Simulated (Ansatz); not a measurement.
# How the band gap of TaN (model structure, from the NbAs type, I4₁md, No. 109) moves with the method

No measured value is used here.

```json
[
 {"level (code)": "LDA (Ansatz)", "value (eV)": "0.54", "cell (Å³/atom)": "10.44"},
 {"level (code)": "PBE (Ansatz)", "value (eV)": "0.57", "cell (Å³/atom)": "10.93"},
 {"level (code)": "PBEsol (Ansatz)", "value (eV)": "0.55", "cell (Å³/atom)": "10.63"},
 {"level (code)": "PBE-D3(BJ) (Ansatz)", "value (eV)": "[?]", "cell (Å³/atom)": "10.70"},
 {"level (code)": "r²SCAN (Ansatz)", "value (eV)": "0.75", "cell (Å³/atom)": "10.77"},
 {"level (code)": "r²SCAN+rVV10 (Ansatz)", "value (eV)": "0.75", "cell (Å³/atom)": "10.71"}
]
```

**Question.** What belongs in the gaps?

**Answer.** 
- PBE-D3(BJ) (Ansatz, a first-principles code), value (eV): 0.59

Computed values are for a static lattice. Levels without +SOC have no spin–orbit coupling; where heavier elements are present it shifts gaps, mostly down, and can invert bands.  Each level is taken at its own relaxed cell. Cutoffs differ between the levels. Ansatz's density-functional and Hartree–Fock values are scalar-relativistic unless marked +SOC, with PAW data made under PBE.

A model structure was made by putting elements into a prototype or built by hand; it is no filed structure, need not be a known phase, and can be a saddle point held by its symmetry.
